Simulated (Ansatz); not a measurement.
Results of PBEsol (plane waves, PAW; Ansatz, a program for electronic structure) for BaTiO2F (model structure, started from the SrVO2H type, P4/mmm, No. 123, 5 atoms in the cell).

Run with plane-wave cutoff 520 eV, 14×14×14 k mesh, Fermi–Dirac smearing 0.05 eV, spin-polarised with parallel moments, scalar-relativistic PAW data made under PBE.

Cell (relaxed at this level):

```
BaTiFO2
1.0
    3.99656     0.00000     0.00000
    0.00000     3.99656     0.00000
    0.00000     0.00000     4.12535
Ba Ti O F
1 1 2 1
Direct
  0.50000   0.50000   0.50000
  0.00000   0.00000   0.00000
  0.50000   0.00000   0.00000
  0.00000   0.50000   0.00000
  0.00000   0.00000   0.50000
```
Starting moments (μB, in the order of the record's atoms Ba Ti O O F): 0.0 1.0 0.0 0.0 0.0.

Predict the bulk modulus.


* **bulk modulus**: 130 GPa

Note: the magnetic order was assumed, not searched for or taken from measurement; the bulk modulus is −V dP/dV from two relaxed cells at ±2 % in volume; the relaxation could raise the start's symmetry but not lower it, so the cell can be a saddle point; functionals without U or exact exchange can leave correlated insulators metallic, so the missing gap need not be real.

Spin–orbit coupling is not included; it can open a gap where bands touch, and shift volumes and moduli.

Computed values are for the static lattice.

Computing time: about 5 core-minutes (a rough figure).

A model structure was made by putting elements into a prototype or built by hand; it is no filed structure, need not be a known phase, and can be a saddle point held by its symmetry.
